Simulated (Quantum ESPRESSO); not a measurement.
**Several settings converged on Sc (P6_3/mmc, 2 atoms in the cell)**

```xyz
2
Lattice="1.6600 -2.8751 0.0000 1.6600 2.8751 0.0000 0.0000 0.0000 5.2858" Properties=species:S:1:pos:R:3 pbc="T T T"
Sc     1.6600     0.9584     1.3215
Sc     1.6600    -0.9584     3.9644
```

Base method: PBE, SSSP 1.1.2 efficiency (PBE) pseudopotentials (plane waves; Quantum ESPRESSO).

Base settings: ecutwfc = 60 Ry; occupations = smearing; smearing = fd; degauss = 0.0073499 Ry; potentials = {Sc: Sc_ONCV_PBE-1.0.oncvpsp.upf}; K_POINTS = automatic 9 9 5 0 0 0; conv_thr = 1e-11 Ry.

**Zone-centre phonons against the cutoff**

In this ladder: ph.x.tr2_ph = 1e-14; ph.x.fildyn = dyn.G; dynmat.x.fildyn = dyn.G; dynmat.x.asr = crystal.

The mesh stays at the base's, so the ladder's end is converged at best in this setting alone.

Frequencies are those of the unrelaxed cell, without the LO-TO term of polar crystals.

Only quantities that move along the ladder and can be compared are tabulated.

| ecutwfc | highest zone-centre frequency (cm⁻¹) |
|---|---|
| 30 Ry | 220.1 |
| 36 Ry | 205.0 |
| 42 Ry | 204.7 |
| 51 Ry | 204.9 |
| 90 Ry | 204.3 |

Coarsest ecutwfc that holds the highest zone-centre frequency within 10 cm⁻¹ of the last step, with all finer ones: 36 Ry; the step before is off by 16 cm⁻¹.

**Zone-centre phonons against the SCF threshold**

In this ladder: ph.x.tr2_ph = 1e-14; ph.x.fildyn = dyn.G; dynmat.x.fildyn = dyn.G; dynmat.x.asr = crystal.

The mesh stays at the base's, so the ladder's end is converged at best in this setting alone.

Frequencies are those of the unrelaxed cell, without the LO-TO term of polar crystals.

Only quantities that move along the ladder and can be compared are tabulated.

| conv_thr | highest zone-centre frequency (cm⁻¹) |
|---|---|
| 7.3e-05 Ry | 233.3 |
| 7.3e-07 Ry | 208.7 |
| 7.3e-09 Ry | 204.3 |
| 7.3e-11 Ry | 203.8 |
| 7.3e-13 Ry | 203.8 |

Coarsest conv_thr that holds the highest zone-centre frequency within 1 cm⁻¹ of the last step, with all finer ones: 7.3e-09 Ry; the step before is off by 5.0 cm⁻¹.

On the base run: the starting cell has typed, rounded lattice constants, without a prior relaxation at this level. Its lattice was rescaled by up to half a per cent.
